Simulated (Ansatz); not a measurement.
System: CaAlO2F (model structure, started from the SrVO2H type, P4/mmm, No. 123, 5 atoms in the cell). Method: G0W0@PBEsol (hard PAW, contour deformation; Ansatz, a first-principles code).

The same calculation (at the PBEsol cell, 10.217 Å³/atom) with different numerical settings; throughout: k mesh 2×2×2:

```tsv
run	response cutoff (eV)	empty bands	quasiparticle gap on the mesh (eV)	quasiparticle gap at Γ (eV)	rough time
1	100	213	5.712	6.855	20 core-s
2	150	392	5.887	7.017	30 core-s
3	200	603	5.989	7.111	60 core-s
4	250	842	6.067	7.183	3 core-min
5	300	1107	6.110	7.222	5 core-min
6	400	1705	?	?	10 core-min
```

Problem. What belongs in the gaps?

Solution. 
- 6, quasiparticle gap on the mesh (eV): 6.156
- 6, quasiparticle gap at Γ (eV): 7.263

In the column quasiparticle gap on the mesh (eV) the first row differs from the last by -0.444 and the next to last by -0.046.

The last row is no converged limit: other settings stay fixed.

A model structure was made by putting elements into a prototype or built by hand; it is no filed structure, need not be a known phase, and can be a saddle point held by its symmetry.
